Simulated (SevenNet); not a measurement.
**1T (CdI2-type) MgI2**

Calculation: the machine-learned potential SevenNet-l3i5 (trained on PBE and PBE+U data).

Cell (relaxed at this level):

Space group P-3m1 (No. 164); a = 4.2100 Å, b = 4.2100 Å, c = 7.6250 Å, α = 90.00°, β = 90.00°, γ = 120.00°

| atom | site | symmetry | x | y | z |
|---|---|---|---|---|---|
| Mg | 1a | -3m. | 0.0000 | 0.0000 | 0.0000 |
| I | 2d | 3m. | 0.3333 | 0.6667 | 0.2194 |

- lattice constant a: 4.210 Å
- lattice parameter c: 7.625 Å
- volume per atom: 39.01 Å³/atom

Measured, for comparison: lattice constant a 4.14 Å, lattice parameter c 6.88 Å (temperature not stated, copied from a table, unchecked, no zero-point or thermal correction; as tabulated in Crystal Structures 1, 239 (1963)). Computed (rounded) less measured: lattice constant a not scored (unchecked), lattice parameter c not scored (unchecked).

A machine-learned potential is trained on density-functional data: it inherits that level's misses and adds fitting errors of its own.

Note: elastic tensor is not positive definite: mechanically unstable at this level; the model's c/a of 1.81 is far from the 1.65 of the starting cell; this model's volume lies 14 % above that of the starting cell (a measured, published or database cell).
